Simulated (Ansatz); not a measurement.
The parent structure is Mg₂Ge in the anti-fluorite structure (space group Fm-3m, No. 225).

```xyz
3
Lattice="0.0000 3.1822 3.1822 3.1822 0.0000 3.1822 3.1822 3.1822 0.0000" Properties=species:S:1:pos:R:3 pbc="T T T"
Mg     1.5911     1.5911     1.5911
Mg     4.7733     4.7733     4.7733
Ge     0.0000     0.0000     0.0000
```

Cartesian axes are those of the cell as printed.

Computed with PBEsol/PAW in Ansatz (a program for electronic structure), no spin-orbit coupling.

Base values:

Shortest interatomic distance: 2.756 Å
Band gap: 0.08 eV
Pressure: 0.0 GPa

The change: tensor shear ε_xy = +2.00 % (engineering shear γ = 0.0400); the atoms relax in the strained cell.

Q: What does the calculation give for the largest internal atomic displacement after the change?

A: The largest internal atomic displacement comes out as 0.012 Å.

Q: Predict the new shortest interatomic distance.

A: The shortest interatomic distance decreases by 0.030 Å (2.756 Å → 2.726 Å).

Q: Predict the new energy relative to the base.

A: The energy rises by 4.6 meV/atom.

Q: How does this affect the band gap?

A: The band gap becomes zero (base: 0.08 eV).

Q: Estimate the effect on the pressure.

A: The pressure (mean of the normal stresses, compression positive) is nearly the same (0.0 GPa against 0.1 GPa).

Whether these cells are dynamically stable was not tested. The final runs are not spin-polarised. The zero or small gap of Mg2Ge can change with the level of theory.
